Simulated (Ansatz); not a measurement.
## CdSe: band gap against strain

CdSe (zinc blende, F-43m, 27.101 Å³/atom at rest) under an equal strain ε in the (001) plane with the normal axis free, as in a coherent film. LDA in Ansatz, a plane-wave DFT program (PAW, default set), 420 eV, 10×10×10 Γ-centred mesh, Fermi-Dirac smearing 0.05 eV; ions are relaxed within the symmetry of each cell. Gaps are the smallest over the k-mesh and a band path, without spin-orbit coupling; in all rows the valence edge lies at Γ and the conduction edge at Γ.

Here s stands for strain and Eg for gap.

| strain (%) | gap (eV) |
|---|---|
| 0.00 | 0.405 |
| 0.50 | 0.373 |
| 1.00 | 0.342 |
| 1.50 | 0.312 |
| 3.00 | ? |

Fit Eg against s with a straight line, and predict the withheld value at s = 3.00.

Means: s 0.75000, Eg 0.3580. About the means, the sum of products is -0.077500 and the sum of squares of s is 1.2500; the slope is their ratio. Least squares gives Eg = 0.4045 - 0.06200·s. Residuals (row less fit): 0.0005, -0.0005, -0.0005, 0.0005; standard error 0.0007 (degrees of freedom: 2). Over these rows the gap moves by -6.2 ± 0.06 eV per unit strain. At the withheld row, Eg = 0.4045 - 0.06200 × 3.0 = 0.2185 eV. The calculation gives 0.229 eV, 0.0105 eV above the prediction (6.0 % of the range of Eg in the table). The row lies outside the fitted rows, so this is an extrapolation. From the scatter of the fitted rows alone, a prediction at this place has a standard error of 0.0016 eV, so the miss is 6.6 times that.

One order more, fitted to all 7 runs of the series, follows each within 0.001, so the miss is the next term of a smooth law. CdSe stands in this structure, whereas wurtzite is the usual form. Spin-orbit coupling is left out, which can shift this property for CdSe. Rows are the converged runs of the series near zero and its far end; series whose fitted rows scatter by over a few per cent of the range, as at a crossing or softening among them, aren't shown in this form. Most that stay on the fit to the last digits aren't either.
